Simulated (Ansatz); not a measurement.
Element substitutions in InAs

The parent structure is InAs in the zinc blende structure (space group F-43m, No. 216; a = 6.0874 Å).

Each row replaces one element on all its sites; cell and atoms are relaxed.

Levels (all Ansatz, a quantum-chemistry and plane-wave program, PAW, earlier PAW set): PBEsol (420 eV, without spin-orbit coupling); r2SCAN (500 eV, scalar-relativistic without spin-orbit coupling); PBEsol+SOC (420 eV, spin-orbit coupling included).

Band gaps by level, all at the geometries relaxed with PBEsol:

| case | PBEsol | r2SCAN | PBEsol+SOC |
|---|---|---|---|
| base | zero | 0.14 eV | zero |
| As → Rh | zero | zero | zero |
| As → Sb | zero | … | zero |

Problem. Some entries are withheld; estimate them.

Solution. 
- As → Sb, r2SCAN: 0.12 eV

Single points use the geometry relaxed with PBEsol. The spin-orbit shifts are approximate. Spin-orbit coupling, missing from the scalar runs, can matter with Sb. Stability against distortions was not tested. As relaxed here, InRh is a hypothetical phase, not in the database extracts checked. The runs without spin-orbit coupling are not spin-polarised. A zero or small gap of InAs and InSb can be the functional's error rather than a property of the material.
